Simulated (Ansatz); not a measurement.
**Si2N2O (Cmc2_1): band-edge transport data**

Consider the following.

```xyz
10
Lattice="4.4605 -2.7588 0.0000 4.4605 2.7588 0.0000 0.0000 0.0000 4.8651" Properties=species:S:1:pos:R:3 pbc="T T T"
Si     1.5753    -0.8326     3.5464
Si     7.3456     0.8326     1.1138
Si     7.3456    -0.8326     3.5464
Si     1.5753     0.8326     1.1138
N      1.9464    -0.6844     1.8672
N      6.9746     0.6844     4.2997
N      6.9746    -0.6844     1.8672
N      1.9464     0.6844     4.2997
O      4.4605     1.5887     3.8037
O      4.4605    -1.5887     1.3711
```

Computed with PBEsol, rigid bands (plane waves, PAW, scalar-relativistic; Ansatz, a first-principles code). Geometry: cell and atoms relaxed with PBEsol.

```yaml
band_gap: 4.94 eV
electron conductivity mass (300 K, dilute): 0.44 (x), 0.50 (y), 0.47 (z) mₑ
hole conductivity mass (300 K, dilute): 2.6 (x), 2.1 (y), 6.0 (z) mₑ
effective density of states N_c (300 K): 8.3e18 cm⁻³
effective density of states N_v (300 K): 1.3e20 cm⁻³
density_of_states_mass_electrons: 0.48 mₑ
density_of_states_mass_holes: 3.0 mₑ
Seebeck coefficient, n-type 1e19 cm⁻³, 300 K: -204 μV/K
best n-type power factor at 300 K for τ = 10 fs (best axis; densities from 1e16 to 1e21 cm⁻³ tried, whether or not they can be reached): 3.0 μW/(cm·K²) at 3e19 cm⁻³
Seebeck coefficient, p-type 1e19 cm⁻³, 300 K: 441 μV/K
best p-type power factor at 300 K for τ = 10 fs (best axis; densities from 1e16 to 1e21 cm⁻³ tried, whether or not they can be reached): 10.2 μW/(cm·K²) at 3e20 cm⁻³
```

Rigid bands; masses and Seebeck coefficients take one relaxation time τ for all states and one kind of carrier; polarons and phonon drag are left out. Spin-orbit coupling is left out; where it splits the top of the valence band, N_v and the p-type Seebeck coefficient come out somewhat high without it.

Formula and space group known from diffraction (Crystallography Open Database), not checked to be the room-temperature form: Si2N2O (Cmc2_1).
